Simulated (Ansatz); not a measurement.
Start from GaN in the wurtzite structure (space group P6_3mc, No. 186; a = 3.218 Å, c = 5.243 Å).

Level of theory: Kohn–Sham DFT with the PBE functional, run in Ansatz (an electronic-structure program) with PAW and 420 eV plane waves, without spin-orbit coupling.

Base values:

Pressure: 0.00 GPa

The change: an isotropic linear strain of +3.14 %; the atoms relax in the strained cell.

Task: Estimate the effect on the energy relative to the base and pressure.

Result: The energy goes up by 50 meV/atom; the pressure (mean of the normal stresses, compression positive) goes from zero to -12.98 GPa.

No phonon test of stability was made.
